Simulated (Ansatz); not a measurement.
Start from Sb (space group I4_132, No. 214; a = 7.982 Å; a hypothetical phase, not in the database extracts checked; relaxed with 0.1 eV smearing). Axes: x, y, z lie along the cube axes.

Computed with PBEsol (Ansatz, a first-principles code; PAW; 420 eV plane waves; scalar-relativistic without spin-orbit coupling).

It is then changed as follows: an isotropic linear strain of −2.05 %; the atoms relax in the strained cell.

Question: Predict the stress tensor and what it implies for the stiffness.

Answer: Stress of the strained cell less that of the base (GPa, compression positive):
```
    1.5     0.0     0.0
    0.0     1.5     0.0
    0.0     0.0     1.5
```

Then B = −ΔP/(ΔV/V₀) with ΔV/V₀ = -0.0602 gives secant stiffness values (nonlinear terms included at this strain): B ≈ 24 GPa.

As a check, the harmonic strain energy −½ V₀ Δσ:ε is 18 meV/atom; the computed energy rise is 17 meV/atom.

Stability against distortions was not tested.
